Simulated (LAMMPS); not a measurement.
Consider a free-standing liquid film of NiAl, 2430 atoms, at 2180 K in molecular dynamics.

Method: classical MD, pair style eam/alloy, file NiAlH_jea.eam.alloy (LAMMPS).

```json
{
  "surface_tension": "1.07 ± 0.02 N/m",
  "excess_potential_energy_of_the_surface": "1.1 J/m²",
  "number_density_in_the_middle": "0.0664 Å⁻³",
  "cost": "roughly 4 core-minutes"
}
```

Potential: file NiAlH_jea.eam.alloy of the LAMMPS distribution; its header cites Moody and Baskes, Modell Sim Mater Sci Eng, 3, 289-307 (1995).

The ± values are statistical; the model's systematic error is not in them.

```csv
z (Å),"number density (Å⁻³), Ni","number density (Å⁻³), Al"
-26.08,0.0000,0.0001
-25.08,0.0000,0.0013
-24.08,0.0008,0.0122
-23.07,0.0053,0.0357
-22.07,0.0207,0.0405
-21.07,0.0401,0.0278
-20.06,0.0453,0.0259
-19.06,0.0381,0.0308
-18.06,0.0335,0.0337
-17.05,0.0316,0.0332
-16.05,0.0335,0.0332
-15.05,0.0343,0.0315
-14.04,0.0345,0.0326
-13.04,0.0331,0.0326
-12.04,0.0334,0.0331
-11.03,0.0334,0.0325
-10.03,0.0336,0.0328
-9.030,0.0336,0.0331
-8.030,0.0324,0.0324
-7.020,0.0322,0.0335
-6.020,0.0339,0.0326
-5.020,0.0349,0.0314
-4.010,0.0343,0.0329
-3.010,0.0344,0.0322
-2.010,0.0339,0.0321
-1.000,0.0336,0.0329
0.000,0.0339,0.0322
1.000,0.0337,0.0330
2.010,0.0334,0.0323
3.010,0.0349,0.0321
4.010,0.0352,0.0315
5.020,0.0350,0.0320
6.020,0.0350,0.0316
7.020,0.0343,0.0319
8.030,0.0340,0.0330
9.030,0.0338,0.0321
10.03,0.0336,0.0320
11.03,0.0338,0.0330
12.04,0.0335,0.0321
13.04,0.0339,0.0329
14.04,0.0342,0.0317
15.05,0.0338,0.0324
16.05,0.0327,0.0326
17.05,0.0331,0.0329
18.06,0.0349,0.0331
19.06,0.0425,0.0283
20.06,0.0459,0.0244
21.07,0.0312,0.0336
22.07,0.0110,0.0434
23.07,0.0021,0.0229
24.08,0.0002,0.0042
25.08,0.0000,0.0003
26.08,0.0000,0.0000
```
